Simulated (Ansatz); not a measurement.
Base system: KMgF₃ in the cubic perovskite structure (space group Pm-3m, No. 221; a = 3.991 Å).

Computed with PBEsol (Ansatz, a quantum-chemistry and plane-wave program; PAW; 420 eV plane waves; without spin-orbit coupling).

Base values:

- Volume per atom: 12.72 Å³

The change: a hydrostatic pressure of 3 GPa.

Task: Predict the new volume per atom.

Result: The volume per atom shrinks by 0.473 Å³, from 12.72 Å³ to 12.24 Å³.

Task: Estimate the effect on the mean gap deformation potential ΔEg/Δln V.

Result: The mean gap deformation potential ΔEg/Δln V is -7.5 eV.

Load acts through the strain it causes; cell and atoms are relaxed under it. Stability against distortions was not tested.
